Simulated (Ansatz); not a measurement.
Checking a run of Ansatz (an electronic-structure program) on Sn4Pd (Ccce, 10 atoms in the cell). The aim is a self-consistent single point with DFT, LDA (PW92), plane waves, default PAW files made with PBE.

Cell that was meant: a = 6.6797 Å, b = 6.6797 Å, c = 6.4985 Å, α = 90.00°, β = 90.00°, γ = 121.26°.

Part of the input:

Ansatz 0.2 input:
```yaml
    - { symbol: Sn, position_ang: [2.17038391, 1.47493233, 2.14514957] }
    - { symbol: Pd, position_ang: [3.27624900, 0.00000000, 0.00000000] }
    - { symbol: Pd, position_ang: [0.00000000, 0.00000000, 3.24924200] }
basis:
  ecutwfc: 30
kpoints:
  mp_grid: { grid: [4, 4, 3] }
hamiltonian:
```

The program printed (abridged):

```
   [... lines left out ...]
PAW frozen core: Pd, regenerated for the run's functional, and the local potential with it
Initial density: superposition of atomic densities (neutral atoms: chi_scale 0, normalization atom), corrected by the library's trained network
Initial wavefunctions: pseudopotential atomic-orbital guess
Eigensolver: davidson
Functional: x = slater, c = lda
SCF iter   1: F=—  HF=-57219.520646 eV  |F-HF|=—  |Δ(HF+E_count)|=         —  Δρ=1.39e0  dr2=5.89e3  ethr=1.77e-3  ⟨swp⟩=1.0  Hψ=1291  notcnv=0
all-band conjugate gradients solve this SCF's bands
preconditioner: auto → LDOS
SCF iter   2: F=—  HF=-53470.839727 eV  |F-HF|=—  |Δ(HF+E_count)|=    3.75e3  S|Δr|=    0.00e0  Δρ=2.47e-1  dr2=3.65e2  ethr=1.77e-3  ⟨swp⟩=1.0  Hψ=1291  notcnv=0
   [... lines left out ...]
SCF iter   7: F=—  HF=-53255.522156 eV  |F-HF|=—  |Δ(HF+E_count)|=   3.22e-4  S|Δr|=    0.00e0  Δρ=4.08e-5  dr2=7.49e-6  ethr=2.70e-7  ⟨swp⟩=1.9  Hψ=1499  notcnv=0
SCF iter   8: F=—  HF=-53255.522145 eV  |F-HF|=—  |Δ(HF+E_count)|=   1.17e-5  S|Δr|=    0.00e0  Δρ=5.85e-6  dr2=1.66e-7  ethr=5.06e-9  ⟨swp⟩=1.9  Hψ=1766  notcnv=0
SCF iter   9: F=-53255.522144 eV  HF=-53255.522145 eV  |F-HF|=3.93e-9  |Δ(HF+E_count)|=   7.77e-8  S|Δr|=    0.00e0  Δρ=1.05e-6  dr2=5.08e-9  ethr=6.76e-11  ⟨swp⟩=2.8  Hψ=2723  notcnv=0
SCF 1 converged in 9 iterations: F = -53255.522144 eV  dr2 = 5.08e-9
Stability not checked (fill_not_monotonic)
Free energy (F): -53255.522144 eV
Internal energy: -53255.517478 eV  (E = F + TS)
E sigma→0 (E₀):  -53255.520589 eV
Entropy (-TS):   -0.004667 eV (-0.467 meV/atom)
Fermi energy:    34.695352 eV
--- Forces (eV/Å), atoms counted from 1 ---
  atom   1  Sn    27.40519786   -65.22913551    11.92089737
  atom   2  Sn   -27.40519786    65.22913551    11.92089737
  atom   3  Sn    27.40519786    65.22913551   -11.92089737
   [... lines left out ...]
--- Stress (GPa, compression-positive) ---
    -1595.327097      -0.000000       0.000000
       -0.000000   -1694.095146      -0.000000
        0.000000      -0.000000   -1765.998959
  P = ⅓ Tr σ = -1685.1404 GPa (-16851.404 kbar)
  The stress holds no Pulay correction (an occupied level lies too near the plane-wave cutoff): it is that at fixed plane waves, as pw.x and ABINIT print it
```

Task: Is anything amiss in this input, and did it matter?

Result: The run is not sound. The fault is this: a cutoff meant in Ry typed as a bare number, read as eV. A bare number is read in the key's own unit, and eV, Ry (13.6 eV) and Ha (27.2 eV) lie far apart, so the setting ends up far from the one that was meant. To fix it, convert the value to the unit that the key expects. The run converged in 9 iterations without an error; against the sound input the free energy goes up by 747 eV/atom, the pressure goes from -5.43 to -1685 GPa and the largest force goes from 0.258 to 71.75 eV/Å.

An input that runs soundly differs in these lines (not the only fix; some lines may just follow from the change or write a value another way):
```diff
-basis:
-  ecutwfc: 30
```

With that input, the run converged in 8 iterations: free energy E − TS (on the zero of these files) -60727.9520 eV; Fermi level (on the code's own zero) 11.48 eV; pressure -5.43 GPa; largest force (vector length) 0.258 eV/Å (DFT, LDA (PW92), plane waves, default PAW files made with PBE).

On the sound input: the starting cell comes from a database of published, mostly measured structures (it also holds non-ambient and calculated ones), without a prior relaxation at this level. Its lattice was rescaled by a random factor within 2.5 % of one. Spin polarisation is off. With a pressure of about -5 GPa the cell is away from its equilibrium volume at this level. Ansatz's pressure includes its estimate of the finite-basis (Pulay) stress.
